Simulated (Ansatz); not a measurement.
Response to strain in Rh

Start from Rh in the fcc (Cu type) structure (space group Fm-3m, No. 225; relaxed with 0.1 eV smearing).

```
Rh
1.0
    0.00000     1.87756     1.87756
    1.87756     0.00000     1.87756
    1.87756     1.87756     0.00000
Rh
1
Cartesian
  0.00000   0.00000   0.00000
```

Cartesian axes are those of the cell as printed.

Strains are applied to the cell and any free atomic positions relax; under biaxial strain the out-of-plane vector relaxes too.

Calculations: LDA, PAW, 420 eV (Ansatz, an electronic-structure program; without spin-orbit coupling).

Notes on the quantities. energy relative to the base: free energy F.

```csv
variant,volume per atom,energy relative to the base
base,13.24 Å³,0 meV/atom
"biaxial strain −2.50 %, plane normal [111], relaxed out of plane",12.77 Å³,+39 meV/atom
"biaxial strain −2.08 %, plane normal [111], relaxed out of plane",…,+26 meV/atom
"biaxial strain −1.25 %, plane normal [111], relaxed out of plane",13.00 Å³,…
"biaxial strain −0.83 %, plane normal [111], relaxed out of plane",13.08 Å³,+4.0 meV/atom
"biaxial strain −0.42 %, plane normal [111], relaxed out of plane",13.16 Å³,+1.0 meV/atom
"biaxial strain +0.42 %, plane normal [111], relaxed out of plane",13.32 Å³,+1.0 meV/atom
"biaxial strain +1.67 %, plane normal [111], relaxed out of plane",13.56 Å³,+15 meV/atom
"biaxial strain +2.08 %, plane normal [111], relaxed out of plane",13.64 Å³,+23 meV/atom
"biaxial strain +2.50 %, plane normal [111], relaxed out of plane",…,+32 meV/atom
```

Task: Complete the table.

Result: 
- biaxial strain −2.08 %, plane normal [111], relaxed out of plane, volume per atom: 12.84 Å³
- biaxial strain −1.25 %, plane normal [111], relaxed out of plane, energy relative to the base: +9.3 meV/atom
- biaxial strain +2.50 %, plane normal [111], relaxed out of plane, volume per atom: 13.72 Å³

No phonon test of stability was made. All final runs are without spin polarisation. Rh lies near a magnetic instability that expansion can trigger; it was not tested.
